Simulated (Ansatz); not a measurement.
Start from LiNbO3 (space group R3c, No. 161; a = 5.190 Å, c = 14.016 Å (hexagonal axes)).

(Cell as relaxed with PBE.)

Levels (all Ansatz, a program for electronic structure, PAW, earlier PAW set): PBE (420 eV, spin-orbit coupling left out); r2SCAN (500 eV, no SOC).

Each level relaxes its own structure.

```
base                        PBE      r2SCAN
-------------------  ----------  ----------
volume per atom        10.90 Å³    10.58 Å³
lattice parameter a  9.807 bohr  9.707 bohr
```

It is then changed as follows: an isotropic linear strain of −3.37 %; the atoms relax in the strained cell.

```json
[
 {"quantity": "pressure (mean of the normal stresses, compression positive)", "PBE": "13.73 GPa", "r2SCAN": "…"},
 {"quantity": "energy relative to the base (free energy F)", "PBE": "+41 meV/atom", "r2SCAN": "…"},
 {"quantity": "largest internal atomic displacement", "PBE": "0.092 Å", "r2SCAN": "…"}
]
```

Q: Predict the r2SCAN column.

A: 
- pressure (mean of the normal stresses, compression positive), r2SCAN: 15.25 GPa
- energy relative to the base (free energy F), r2SCAN: +45 meV/atom
- largest internal atomic displacement, r2SCAN: 0.093 Å

PBE's pressure lies 1.514 GPa below r2SCAN's; PBE's energy relative to the base lies 3.4 meV/atom below r2SCAN's. Neither level is exact; r2SCAN is the comparison here, not a measurement.

Whether these cells are dynamically stable was not tested.
